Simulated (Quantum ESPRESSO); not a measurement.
Input and output of a self-consistent single point for SnO (Pmn2_1, 4 atoms in the cell) (Quantum ESPRESSO).

Level of theory: LDA (PZ), GBRV 1.5 ultrasoft (LDA) pseudopotentials (plane waves; Quantum ESPRESSO 7.5).

```
SnO
1.0
    3.42579     0.00000     0.00000
    0.00000     5.79382     0.00000
    0.00000     0.00000     4.31105
Sn O
2 2
Direct
  0.00000   0.23191   0.51314
  0.50000   0.76809   0.01314
  0.00000   0.89125   0.73686
  0.50000   0.10875   0.23686
```

Reference input (self-consistent single point, DFT, PBEsol, plane waves, GBRV 1.5 ultrasoft (PBESOL) pseudopotentials): ecutwfc = 40 Ry; ecutrho = 200 Ry; occupations = smearing; smearing = fermi-dirac; degauss = 0.0036749 Ry; potentials = {Sn: sn_pbesol_v1.4.uspp.F.UPF, O: o_pbesol_v1.2.uspp.F.UPF}; K_POINTS = automatic 8 5 6 0 0 0; conv_thr = 1e-10 Ry; mixing_beta = 0.4. This run's input differs from it in these lines:

```diff
@@ -25,4 +25,4 @@
 ATOMIC_SPECIES
-Sn   118.7100  sn_pbesol_v1.4.uspp.F.UPF
-O     15.9990  o_pbesol_v1.2.uspp.F.UPF
+Sn   118.7100  sn_lda_v1.4.uspp.F.UPF
+O     15.9990  o_lda_v1.2.uspp.F.UPF
 ATOMIC_POSITIONS {angstrom}
```

The program printed (abridged):

```
     Self-consistent Calculation

     iteration #  1     ecut=    40.00 Ry     beta= 0.40

     total energy              =    -382.24572818 Ry
     estimated scf accuracy    <       1.34127544 Ry

     iteration #  2     ecut=    40.00 Ry     beta= 0.40

     total energy              =    -382.34420042 Ry
     estimated scf accuracy    <       0.20235679 Ry

     iteration #  3     ecut=    40.00 Ry     beta= 0.40

     total energy              =    -382.38909835 Ry
     estimated scf accuracy    <       0.04142359 Ry

   [... 8 blocks of this kind left out ...]

     iteration # 12     ecut=    40.00 Ry     beta= 0.40

     total energy              =    -382.39838415 Ry
     estimated scf accuracy    <          3.9E-10 Ry

     iteration # 13     ecut=    40.00 Ry     beta= 0.40
     End of self-consistent calculation

     the Fermi energy is     6.8190 ev

!    total energy              =    -382.39838415 Ry
     estimated scf accuracy    <          1.6E-11 Ry
     smearing contrib. (-TS)   =      -0.00000000 Ry
     internal energy E=F+TS    =    -382.39838415 Ry

     convergence has been achieved in  13 iterations

     Forces acting on atoms (cartesian axes, Ry/au):

     atom    1 type  1   force =     0.00000000   -0.05347612   -0.01675061
     atom    2 type  1   force =     0.00000000    0.05347612   -0.01675061
     atom    3 type  2   force =     0.00000000    0.00805792    0.01675061
     atom    4 type  2   force =     0.00000000   -0.00805792    0.01675061

     Total force =     0.083496     Total SCF correction =     0.000009

          total   stress  (Ry/bohr**3)                   (kbar)     P=      -88.81
  -0.00069797   0.00000000   0.00000000         -102.67        0.00        0.00
   0.00000000  -0.00059896   0.00000000            0.00      -88.11        0.00
   0.00000000   0.00000000  -0.00051432            0.00        0.00      -75.66

   JOB DONE.
```

The run converged in 13 iterations. Against the reference run the pressure goes from -6.79 to -8.88 GPa, the largest force goes from 1.165 to 1.441 eV/Å and the gap on the mesh goes from 1.510 to 1.538 eV.

The starting cell comes from a database of computed structures (which also holds hypothetical and non-ambient phases and stackings), without a prior relaxation at this level. Its lattice was rescaled by a random factor within 2.5 % of one. With a pressure of about -9 GPa the cell is away from its equilibrium volume at this level. Forces in this geometry exceed 1 eV/Å.

Cost on one core of a shared machine: roughly 80 s.
